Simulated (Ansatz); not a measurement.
DyPt2 (Fd-3m, No. 227), treated with LDA (Ansatz, a program for electronic structure, plane waves, PAW).

Numerical settings: plane-wave cutoff 500 eV, 12×12×12 k mesh, Fermi–Dirac smearing 0.1 eV, spin-polarised start, scalar-relativistic PAW data made under PBE.

Computed at the level's own relaxed cell.

**Question.** Predict the equilibrium volume per atom and lattice parameter a.

**Answer.** 
* **equilibrium volume per atom**: 17.75 Å³/atom
* **lattice parameter a**: 7.524 Å

The run finds no gap.

Note: the magnetic order was assumed, not searched for or taken from measurement; the 4f shell is treated without U or exact exchange, so its levels and filling can be wrong.

Spin–orbit coupling is not included.

Computed values are for the static lattice.

The result took roughly 10 core-minutes.
